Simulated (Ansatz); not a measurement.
C11b MoSi2 was calculated with LDA in Ansatz (plane waves, PAW).

Settings: plane-wave cutoff 520 eV, 24×24×24 k mesh, Fermi–Dirac smearing 0.05 eV, no spin polarisation, scalar-relativistic PAW data made under PBE.

Energies at three volumes about the minimum:

```csv
V (Å³/atom),E − E_lowest (meV/atom)
12.799,3.79
13.061,0.00
13.322,3.55
```

### Question
Fit a parabola by hand: where is the minimum, and what is the bulk modulus?

### Answer
Slopes: (0.00 − 3.79)/(13.061 − 12.799) = -14.466 and (3.55 − 0.00)/(13.322 − 13.061) = 13.602 meV/Å³. Curvature E″ = 2 × (13.602 − (-14.466))/(13.322 − 12.799) = 107.335 meV/Å⁶. From the middle of the first interval, the slope vanishes at V0 = 12.9300 − (-14.466)/107.335 = 13.065 Å³/atom. B = V0 E″ = 13.065 × 107.335 meV/Å³ × 0.1602 GPa per meV/Å³ = 225 GPa. The full Birch–Murnaghan fit to all volumes gives V0 = 13.060 Å³/atom and B0 = 225 GPa.

Shape and atoms are relaxed at each volume.

Measured, for comparison: bulk modulus 222 ± 2 GPa (room temperature, no zero-point or thermal correction, B' = 4; as tabulated in Structural stability of MoSi2 and Mo5Si3 under high pressure, Chin. Phys. B 26 …). Computed less measured: bulk modulus +1.4 %. A static lattice is as a rule a little smaller and stiffer than an uncorrected measurement, which can account for part of this in the bulk modulus.

Ansatz is a quantum-chemistry and plane-wave program.
